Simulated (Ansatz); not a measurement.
Start from an 8-atom supercell of SiC in the wurtzite structure (space group P6_3mc, No. 186; a = 3.0919 Å, c = 5.0742 Å) at its relaxed geometry.

All numbers come from PBE, PAW, 420 eV (Ansatz, a quantum-chemistry and plane-wave program; no SOC), earlier PAW set.

One neutral defect a cell, atoms relaxed at fixed cell.

One change was made to it. Results:

The pressure goes from zero to -22.0 GPa; the largest displacement of a host atom from its site in the perfect cell amounts to 0.25 Å.

Which change produced these results?
A) C vacancy
B) C on a Si site (antisite)
C) Si on a C site (antisite), symmetric start

B, C on a Si site (antisite). For comparison, the pressure in the other runs: C vacancy gives -3.6 GPa; Si on a C site (antisite), symmetric start gives 39.1 GPa.

The magnetic state is the one reached from the starting moments; the real material's order can differ, and small cells can't hold many antiferromagnetic ones. In so small a cell the defect repeats every few ångströms: this is an ordered compound, not a dilute defect. The mesh was chosen for an insulator and is coarse for the gapless case. Defects with a symmetric start kept the site's symmetry and may sit on a saddle; the others started slightly shaken. Starting moments died away, wholly or in part, for C on a Si site (antisite), C vacancy and Si on a C site (antisite); another magnetic solution may exist.
